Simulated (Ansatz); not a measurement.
Start from Al$_{2}$Cu (space group I4/mcm, No. 140; a = 6.006 Å, c = 4.791 Å).

Calculations: r2SCAN (Ansatz, a quantum-chemistry and plane-wave program), scalar-relativistic without spin-orbit coupling, earlier PAW set.

For the base:

The lattice parameter a comes out as 6.006 Å and the c/a ratio is 0.798.

One thing is altered: every Cu is replaced by Cd; the structure is relaxed again.

Tabulated Pauling electronegativity and covalent radius: Cu 1.90, 1.32 Å; Cd 1.69, 1.44 Å.

Task: Predict the new lattice parameter a and c/a ratio.

Result: The lattice parameter a goes up by 0.484 Å (6.006 Å → 6.490 Å); the c/a ratio goes up by 0.0619 (0.798 → 0.859).

Whether these cells are dynamically stable was not tested. As relaxed here, Al2Cd is a hypothetical phase, not in the database extracts checked. The final runs are not spin-polarised.
